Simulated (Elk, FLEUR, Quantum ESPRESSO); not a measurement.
**Code comparison for SmTl (Pm-3m, 2 atoms in the cell)**

Self-consistent single point, at a second geometry (lattice scaled by 0.98). First geometry:

```xyz
2
Lattice="3.8698 0.0000 0.0000 0.0000 3.8698 0.0000 0.0000 0.0000 3.8698" Properties=species:S:1:pos:R:3 pbc="T T T"
Sm     0.0000     0.0000     0.0000
Tl     1.9349     1.9349     1.9349
```
Moments meant for the start (each program seeds them in its own way; μB, in the order of the atoms Sm Tl): 5.0 0.0.

Shared settings, as Quantum ESPRESSO writes them: occupations = smearing; smearing = fd; degauss = 0.0073499 Ry; nspin = 2; K_POINTS = automatic 11 11 11 0 0 0. Potentials and cutoffs stand in the table.

| code | model | ΔF from the first geometry (meV/atom) | size of the net moment (μB/atom) | cutoff |
|---|---|---|---|---|
| FLEUR | PBEsol, all-electron FLAPW (FLEUR), scalar-relativistic valence | 19.7 | 3.01 | Kmax 3.8 1/bohr |
| Quantum ESPRESSO | PBEsol, SSSP 1.1.2 efficiency (PBE) pseudopotentials | 13.8 | 3.00 | 50 Ry |
| Elk | PBEsol, all-electron FP-LAPW, Elk's shipped species files, APW+lo basis with extra local orbitals | 16.2 | 3.03 | rgkmax 8 |

On FLEUR's run: spin-orbit coupling is off. With one magnetic atom in the cell only a parallel order is possible. With U or open f shells several self-consistent states can exist. The f electrons are in the valence without U or exact exchange, which can misplace them near the Fermi level. Spin-orbit terms, which matter for f shells, are left out.

The spread over the programs that give each value: ΔF from the first geometry within 5.9 meV/atom; size of the net moment within 0.03 μB/atom.

FLEUR and Elk treat all electrons, but the usual bases taken here (sphere radii, linearisation, local orbitals, empty states) were not tested for convergence, so the values are no reference for the others.

The starting cell comes from a database of computed structures (which also holds hypothetical and non-ambient phases and stackings), without a prior relaxation at this level. For this run, on top of that: lattice scaled by 0.98.

Left out of this page: Ansatz (with a known weakness of the program).
